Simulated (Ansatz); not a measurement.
Abridged Ansatz (an electronic-structure program) output:

```
Pseudopotential: Mo, paw, valence charge 14
Pseudopotential: Pt, paw, valence charge 18
Crystal: 4 atoms, lattice volume = 59.509 Å³
Basis set: ecut = 420 eV, 1179 PW (Γ), exchange–correlation on 60×40×72 points (8 copies of the dense FFT grid, shifted against one another)
Bands: 39, of which v1, the nominal top of the filled ones, is band 32 counted from 1 (31 counted from 0)
Symmetry: 8 space group operations
k-points: 324 of 1870
Functional: x = pbesol(κ = 0.804, μ = 0.12345679012345678), c = pbesol(β = 0.046)
SCF iter   1: F=—  HF=-34564.038704 eV  |F-HF|=—  |Δ(HF+E_count)|=         —  Δρ=1.38e-2  dr2=1.39e-1  ethr=1.77e-3  ⟨swp⟩=5.9  Hψ=44299  notcnv=0  defer=67
SCF iter   2: F=—  HF=-34564.024489 eV  |F-HF|=—  |Δ(HF+E_count)|=   1.42e-2  Δρ=6.65e-3  dr2=3.14e-2  ethr=2.17e-4  ⟨swp⟩=1.9  Hψ=15966  notcnv=0  defer=66
SCF 1 converged in 8 iterations: F = -34564.020628 eV  dr2 = 1.34e-10
SCF converged after 8 iterations
Free energy (F): -34564.020628 eV
Internal energy: -34563.992922 eV  (E = F + TS)
E sigma→0 (E₀):  -34564.006775 eV
Entropy (-TS):   -0.027705 eV (-6.926 meV/atom)
Fermi energy:    23.219604 eV
--- Forces (eV/Å), atoms counted from 1 ---
  atom   1  Mo     0.00000000    -0.00000000     0.00023845
  atom   2  Mo     0.00000000     0.00000000    -0.00023845
  atom   3  Pt     0.00000000    -0.00000000    -0.00007085
  atom   4  Pt     0.00000000     0.00000000     0.00007085
--- Stress (GPa, compression-positive) ---
       -0.007563      -0.000000      -0.000000
       -0.000000       0.000820      -0.000000
       -0.000000      -0.000000       0.000967
  P = ⅓ Tr σ = -0.0019 GPa (-0.019 kbar)
```

Q: What was computed, and what are the main results?

A: MoPt, 4 atoms in the cell, with PBEsol/PAW in Ansatz, no SOC. The last SCF converged to F = -34564.020628 eV, or -8641.0052 eV per atom, at a pressure of 0.00 GPa. The total energy compares only with runs of the same code, potentials and settings.

Stability against distortions was not tested. All final runs are without spin polarisation. The cell is MoPt (space group Pmma, No. 51; a cell from a computed database, its experimental status unchecked).
